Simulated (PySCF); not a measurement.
PySCF 2.14.0, BP86/def2-svp, df: Nb(O)(F)2(NH2) ([NH2][Nb](=[O])([F])[F]), 7 atoms. The geometry is a generated start, not checked to be a minimum at this level.

| Property | Value |
|---|---|
| task | energy |
| method | bp86 |
| basis | def2-svp |
| two-electron scheme | density fitting |
| mol.max_memory | 3000 MB |
| mf.max_cycle | 100 |
| mf.init_guess | minao (default) |
| mf.conv_tol | 1e-09 (default) |
| mf.grids.level | 3 (default) |
| effective core potentials | those of the basis set, past Kr |
| basis functions | 97 |
| grid points | 98568 |

```xyz
7

Nb     0.3846     0.6974    -0.1402
O      1.8819     0.0858    -0.6136
F      0.4665     1.6117     1.4392
F     -0.4829     1.5377    -1.5120
N     -0.5458    -0.9791     0.1984
H     -0.1868    -1.9317     0.0968
H     -1.5175    -1.0218     0.5313
```

Charge 0 and multiplicity 1 are set for this test and not shown to be the ground state.

With the defaults (mf.DIIS = CDIIS, mf.diis_space = 8, mf.diis = true, mf.damp = 0, mf.diis_start_cycle = 1, mf.level_shift = 0) it converges in 17 Fock builds. One run each on 2 threads, 1 BLAS thread, with these changes:
- mf.level_shift = 0.1 Hartree
- mf.diis_space = 3
- mf.damp = 0.7, mf.diis_start_cycle = 8
- mf.damp = 0.3, mf.diis_start_cycle = 4
- mf.level_shift = 0.3 Hartree
- mf.DIIS = EDIIS
- mf.diis = false
- mf.diis_space = 5
- mf.diis = false, mf.damp = 0.7, mf.diis_start_cycle = 999

### Question
Name the settings that don't reach the solution of the defaults.

### Answer
No convergence: mf.DIIS = EDIIS; mf.diis_space = 3; mf.diis = false (the run ends without SCF convergence in 100 cycles). The rest reach the solution of the defaults.

| setting | Fock builds | end |
|---|---|---|
| mf.level_shift = 0.1 Hartree | 16 | same solution |
| the defaults | 17 | same solution |
| mf.level_shift = 0.3 Hartree | 17 | same solution |
| mf.damp = 0.7, mf.diis_start_cycle = 8 | 20 | same solution |
| mf.diis_space = 5 | 21 | same solution |
| mf.damp = 0.3, mf.diis_start_cycle = 4 | 23 | same solution |
| mf.diis = false, mf.damp = 0.7, mf.diis_start_cycle = 999 | 30 | same solution |
| mf.DIIS = EDIIS | 101 | no convergence |
| mf.diis_space = 3 | 101 | no convergence |
| mf.diis = false | 101 | no convergence |
